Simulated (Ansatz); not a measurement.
Results of PBE-D3(BJ) in Ansatz (PAW) for corundum Ga₂O₃ (metastable phase).

Run with plane-wave cutoff 520 eV, 8×8×8 k mesh, Fermi–Dirac smearing 0.01 eV, scalar-relativistic PAW data made under PBE.

The volume scan:

| V (Å³/atom) | E − E_lowest (meV/atom) |
|---|---|
| 9.495 | 11.02 |
| 9.692 | 2.65 |
| 9.890 | 0.00 |
| 10.088 | 2.46 |
| 10.286 | 9.52 |

### Question
What bulk modulus B0 and pressure derivative B′ does a third-order Birch–Murnaghan fit give?

### Answer
V0 = 9.890 Å³/atom, B0 = 207 GPa, B′ = 4.5 (fit to the energies at full precision).

Shape and atoms are relaxed at each volume.

Measured, for comparison: bulk modulus 220 ± 9 GPa (room temperature, no zero-point or thermal correction, equation of state from high-pressure X-ray diffraction, our sources range from 220 to 252; as tabulated in Phys. Rev. B 77, 094123 (2008), gallium oxide under pressure (UNLV record)). Computed (rounded) less measured: bulk modulus not scored (sources differ).

Note: the bulk modulus comes from volumes at which shape and atoms were relaxed.

Computed values are for the static lattice.

Ansatz is an electronic-structure program.
